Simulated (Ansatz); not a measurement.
## Computed paths: interstitial H in wurtzite CdS, charge state +1

Defect migration in wurtzite CdS: interstitial H, charge state +1. Computed with PBE, PAW (plane waves to 420 eV; Ansatz, a quantum-chemistry and plane-wave program).

Cell of 72 host sites held at the relaxed PBE lattice; one k-point at (0.125, 0.250, 0.250); Fermi-Dirac width 0.01 eV, spin-restricted; finite-size errors left in. No zero-point or tunnelling terms. The charge state is imposed; whether it is stable for some Fermi level was not computed. Sites that were not tried may lie lower.

Barriers: single points on a 2×2×2 k-point mesh shifted by half a step along c at the bands' geometries (they differ from the bands' own by up to 0.06 eV, and are uncertain by about as much).

```json
[
 {"Route": "several atoms move together, H the farthest", "Start site over the lowest site run (eV)": "0.10", "Hop (Å)": "1.22", "Forward barrier (eV)": "0.61", "Backward barrier (eV)": "0.61", "Neighbours at the start": "S at 1.36 Å", "Neighbours at the saddle": "S at 1.70, S at 1.71 Å", "Saddle order": "inconclusive, on a symmetry element", "Forward, on the band's own sampling (eV)": "0.57"}
]
```

Paths come from climbing-image nudged elastic band runs.  A band can be held on a symmetry element, so unchecked saddle points there may be too high. A further band (several atoms move together, H the farthest, 1.48 Å) gave 0.17 eV forward on its own sampling, 0.17 eV above the lowest site run, but a shoulder points to a second hump between its images, so it is not taken as a result. A further band (several atoms move together, H the farthest, 1.56 Å) gave 0.24 eV forward on its own sampling, 0.31 eV above the lowest site run, but the program raised a doubt about its electronic state, so it is not taken as a result.

The whole set of runs took roughly 20 core-hours.
